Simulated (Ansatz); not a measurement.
Input:

```yaml
crystal:
  lattice:
    - [4.25474, 0.00000, 0.00000]
    - [-2.12737, 3.68472, 0.00000]
    - [0.00000, 0.00000, 6.99432]
  atoms:
    - { symbol: Cu, position: [0.66667, 0.33333, 0.87413] }
    - { symbol: Cu, position: [0.33333, 0.66667, 0.37413] }
    - { symbol: I, position: [0.66667, 0.33333, 0.50087] }
    - { symbol: I, position: [0.33333, 0.66667, 0.00087] }
```

Calculation: PBEsol with spin-orbit coupling, rigid bands (plane waves, PAW; Ansatz, a program for electronic structure). Condition of this run: hydrostatic pressure -2 GPa (the target of the relaxation). How the cell was made: cell and atoms relaxed with PBEsol, then loaded as said.

Task: Predict the hole conductivity mass (n e² τ/σ) at 300 K, by direction if it differs.

Result: 0.73 (x), 0.73 (y), 1.19 (z) mₑ.

Task: Predict the electron conductivity mass (n e² τ/σ) at 300 K, by direction if it differs.

Result: 0.156 (x), 0.156 (y), 0.138 (z) mₑ.

Task: And the band gap?

Result: 0.93 eV at this level; semilocal functionals usually fall short of the measured gap.

Rigid bands, one relaxation time for all states, no polarons.
